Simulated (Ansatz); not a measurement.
The starting structures come from a database of crystals and need not be the phases stable at ambient conditions.

Where the default PAW files enter, the runs use the earlier of Ansatz's two default sets.

By PBEsol, the system below comes out a metal.

The ballistic (Sharvin) conductance counts the channels at the Fermi level: G/A = (e²/h) × channels of both spins per area.

Input:

```
InAs
1.0
    4.06912     0.00000     0.00000
    0.00000     4.06912     0.00000
    2.03456    -2.03456     2.87730
In As
1 1
Direct
  0.50000   0.50000   0.00000
  0.00000   0.00000   0.00000
```

Space group of this cell: Fm-3m, rock salt. The cell is taken as given; by PBEsol its mean pressure is -3.4 GPa.

The current flows along the normal of the first two printed cell vectors, the (001) plane of the conventional cell. No spin-orbit coupling; the value is a mean over 0.1 eV about the Fermi level.

Question: State the ballistic conductance per area according to PBEsol (Ansatz, a first-principles code).

Answer: 0.77 × 10¹⁵ S/m² for both spins.
